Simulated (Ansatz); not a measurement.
Functionals compared on N on the 1x1 (0001) surface of hcp Y, one in a 2x2 cell, started at the site 'hollow Y-Y-Y over Y at depth 2.8 Å', in Ansatz (plane waves, PAW). The structure was relaxed with PBE; the other rows are single points on it, each with its references at the same level. Cutoff 420 eV (500 eV for r2SCAN).

Set-up: 17 atoms, 8.4 Å thick at the start under the adsorbate (thin: gaps and levels are the slab's own); mesh 5x5x1; 0.1 eV smearing; dipole correction on; 8 atoms held, the rest relaxed; start symmetry kept, larger cells not searched; no spin, no spin-orbit, no U, no dispersion correction. At the end it is bonded to 4 Y. In PBE it is, or lies within 0.03 eV of, the lowest of the starts that converged. These notes are the PBE run's. Adsorption energies are against ½ N2(g). A negative adsorption energy means that the adsorbate is more stable on the surface than in its reference.

```
functional  adsorption energy (eV)  work function of the top face (eV)  change of the work function (eV)           rough cost of the single point
----------  ----------------------  ----------------------------------  --------------------------------  ---------------------------------------
PBE                          -2.86                                3.34                             -0.01                                        –
RPBE                         -2.58                                3.24                             -0.01                  roughly 80 core-seconds
r2SCAN                       -3.37                                3.39                              0.00  about 2.8 core-minutes (a rough figure)
```

Ansatz is a quantum-chemistry and plane-wave program.
